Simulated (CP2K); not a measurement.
**A self-consistent single point of PbS (Fm-3m, 2 atoms in the cell) with CP2K**

Level of theory: revPBE, GPW, DZVP-MOLOPT-SR-GTH basis, GTH-PBE potentials (GTH_POTENTIALS) in CP2K 2026.2.

This input was run:

```
&GLOBAL
  PROJECT run
  RUN_TYPE ENERGY_FORCE
  PRINT_LEVEL LOW
&END GLOBAL
&FORCE_EVAL
  METHOD Quickstep
  STRESS_TENSOR ANALYTICAL
  &DFT
    BASIS_SET_FILE_NAME BASIS_MOLOPT
    POTENTIAL_FILE_NAME GTH_POTENTIALS
    &QS
      METHOD GPW
      EPS_DEFAULT 1E-10
    &END QS
    &MGRID
      CUTOFF 400
      REL_CUTOFF 50
      NGRIDS 4
    &END MGRID
    &SCF
      SCF_GUESS ATOMIC
      EPS_SCF 1E-6
      MAX_SCF 100
      ADDED_MOS 4
      &DIAGONALIZATION
        ALGORITHM STANDARD
      &END DIAGONALIZATION
      &MIXING
        METHOD BROYDEN_MIXING
        ALPHA 0.3
        NBUFFER 10
      &END MIXING
      &SMEAR ON
        METHOD FERMI_DIRAC
        ELECTRONIC_TEMPERATURE [K] 232.09
      &END SMEAR
    &END SCF
    &KPOINTS
      SCHEME MONKHORST-PACK 10 10 10
      GAMMA_CENTERED T
    &END KPOINTS
    &XC
      &XC_FUNCTIONAL
        &PBE
          PARAMETRIZATION REVPBE
        &END PBE
      &END XC_FUNCTIONAL
    &END XC
    &PRINT
      &MO
        EIGENVALUES T
        OCCUPATION_NUMBERS T
        NDIGITS 8
        FILENAME mo
        &EACH
          QS_SCF 0
        &END EACH
        ADD_LAST NUMERIC
      &END MO
      &MULLIKEN OFF
      &END MULLIKEN
    &END PRINT
  &END DFT
  &SUBSYS
    &CELL
      A 4.20021400 0.00000000 0.00000000
      B 2.10010700 3.63749200 0.00000000
      C 2.10010700 1.21249700 3.42946100
      PERIODIC XYZ
    &END CELL
    &COORD
      Pb       0.00000000     0.00000000     0.00000000
      S        4.20021400     2.42499450     1.71473050
    &END COORD
    &KIND Pb
      BASIS_SET DZVP-MOLOPT-SR-GTH-q4
      POTENTIAL GTH-PBE-q4
    &END KIND
    &KIND S
      BASIS_SET DZVP-MOLOPT-SR-GTH-q6
      POTENTIAL GTH-PBE-q6
    &END KIND
  &END SUBSYS
  &PRINT
    &FORCES ON
    &END FORCES
    &STRESS_TENSOR ON
    &END STRESS_TENSOR
  &END PRINT
&END FORCE_EVAL
```

The program printed (abridged):

```
 GLOBAL| Method name                                                        CP2K
 GLOBAL| Project name                                                        run
 GLOBAL| Run type                                                   ENERGY_FORCE

 TOTAL NUMBERS AND MAXIMUM NUMBERS

  Total number of            - Atomic kinds:                                   2
                             - Atoms:                                          2
                             - Shell sets:                                     2
                             - Shells:                                        10
                             - Primitive Cartesian functions:                  9
                             - Cartesian basis functions:                     28
                             - Spherical basis functions:                     26

  Maximum angular momentum of- Orbital basis functions:                        2
                             - Local part of the GTH pseudopotential:          0
                             - Non-local part of the GTH pseudopotential:      4

 SCF PARAMETERS         Density guess:                                    ATOMIC
                        max_scf:                                             100
                        max_diis:                                              4
                        eps_scf:                                        1.00E-06
                        eps_diis:                                       1.00E-01
                        eps_eigval:                                     1.00E-05
                        level_shift [a.u.]:                             0.000000
                        added MOs                                         4    0
                        Mixing method:                            BROYDEN_MIXING
                                                charge density mixing in g-space
                        Smear method:                                FERMI_DIRAC
                        Electronic temperature [K]:                        232.1
                        Electronic temperature [a.u.]:                  7.35E-04
                        Accuracy threshold:                             1.00E-10
                        No outer SCF

 Extrapolation method: initial_guess

 Number of electrons:                                                         10
 Number of occupied orbitals:                                                  5
 Number of molecular orbitals:                                                 9

 Number of orbital functions:                                                 26
 Number of independent orbital functions:                                     26

 SCF WAVEFUNCTION OPTIMIZATION

  Step     Update method      Time    Convergence         Total energy    Change
     1 NoMix/Diag. 0.30E+00      -     0.43684520       -13.8151360857 -1.38E+01
     2 Broy./Diag. 0.30E+00      -     0.09725828       -13.4689428829  3.46E-01
     3 Broy./Diag. 0.30E+00      -     0.06188835       -13.7629947887 -2.94E-01
     4 Broy./Diag. 0.30E+00      -     0.00736402       -13.8454651856 -8.25E-02
     5 Broy./Diag. 0.30E+00      -     0.00408837       -13.8201251697  2.53E-02
     6 Broy./Diag. 0.30E+00      -     0.00022719       -13.8311818609 -1.11E-02
     7 Broy./Diag. 0.30E+00      -     0.00014278       -13.8308623358  3.20E-04
     8 Broy./Diag. 0.30E+00      -     0.00001046       -13.8309652777 -1.03E-04
     9 Broy./Diag. 0.30E+00      -     0.00000667       -13.8310256443 -6.04E-05
    10 Broy./Diag. 0.30E+00      -     0.00000010       -13.8310186685  6.98E-06

  *** SCF run converged in    10 steps ***

  Electronic density on regular grids:        -10.0000000000        0.0000000000
  Core density on regular grids:                9.9999999974       -0.0000000026
  Total charge density on r-space grids:       -0.0000000025
  Total charge density g-space grids:          -0.0000000025

  Overlap energy of the core charge distribution:               0.00000000000146
  Self energy of the core charge distribution:                -31.48889231484007
  Core Hamiltonian energy:                                      6.89079018721020
  Hartree energy:                                              14.03475084769571
  Exchange-correlation energy:                                 -3.26766738505727
  Electronic entropic energy:                                  -0.00000000347803
  Fermi energy:                                                 0.16169465097684

  Total energy:                                               -13.83101866846803
  Total energy (extrapolated to T->0):                        -13.83101866672902

 ENERGY| Total FORCE_EVAL ( QS ) energy [hartree]            -13.831019328661688

 FORCES| Atomic forces [hartree/bohr]
 FORCES|   Atom     x               y               z               |f|
 FORCES|      1 -2.12923754E-15 -8.65476786E-16 -2.90155706E-15   3.70158560E-15
 FORCES|      2 -1.74529697E-15 -4.43500907E-16 -7.29646285E-15   7.51539252E-15
 FORCES| Sum    -3.87453451E-15 -1.30897769E-15 -1.01980199E-14
 FORCES| Total atomic force                                       1.09874952E-14

 STRESS| Analytical stress tensor [bar]
 STRESS|                        x                   y                   z
 STRESS|      x        2.49152008653E+04   2.57648227252E+00   1.82185310838E+00
 STRESS|      y        2.57648227252E+00   2.49123404719E+04   1.07639167470E+00
 STRESS|      z        1.82185310838E+00   1.07639167470E+00   2.49114912508E+04
 STRESS| 1/3 Trace                                             2.49130108627E+04
```

The run converged in 10 iterations.

The starting cell has typed, rounded lattice constants, without a prior relaxation at this level. Values carry the incompleteness of an atom-centred basis. The potentials were made for another functional than the one used.
